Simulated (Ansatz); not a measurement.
Amorphous silicon oxide (Si24O47), 71 atoms at 2.20 g/cm³, one PBE-relaxed geometry, zone centre. Methods: PBE, scalar-relativistic without spin-orbit coupling (Ansatz, a first-principles code); r2SCAN, scalar-relativistic without spin-orbit coupling (Ansatz); HSE06, scalar-relativistic without spin-orbit coupling (Ansatz). Plane waves to 420 eV (r2SCAN 500 eV); exact exchange is cut at the cell's faces. The usual formal charges leave 2 electrons over, so the level spacing at the Fermi energy parts defect or band states and needn't be the band gap. At PBE the levels at the filled edge of the gap are localised (band-tail or defect states), and the nearest spread-out levels lie 5.3 eV apart at the zone centre. All rungs ran without spin polarisation.

It comes from a melt-quench run on a machine-learned potential (CHGNet), relaxed afterwards by DFT. O atoms were pushed apart under 1.9 Å during the dynamics, to hinder bonds among them. The hot cell started wider than the set density and was brought back towards it in steps. It is the lowest in DFT energy of 2 quenches. It is a model cell: composition and starting density were chosen by hand, and all elements were melted together. No dispersion term was used. Its density started from a set value of 2.25 and ended at 2.20 g/cm³. The quench (nominally 150 K/ps over its main leg) was far faster than any real one, so the model tends to hold more defects than a real film. A cell of this size samples the disorder only roughly. The volume was free in the relaxation, at fixed shape. Stress components on the final sampling reach 1.7 GPa.

The relaxation ran on the zone centre alone. At PBE the level spacing at the Fermi energy is 2.79 eV on a 2×2×2 Γ-centred mesh, and the spacing at the zone centre alone 2.84 eV.

Q: What zone-centre spacing does r2SCAN give, roughly?

A: 3.31 eV (+0.48 eV against PBE).

Q: What zone-centre spacing does HSE06 give, roughly?

A: 4.09 eV (+1.26 eV against PBE).

The highest filled and the lowest empty state spread over these numbers of atoms (participation numbers): PBE: 6.1 and 44.7; r2SCAN: 5.8 and 48.0; HSE06: 5.6 and 48.5.
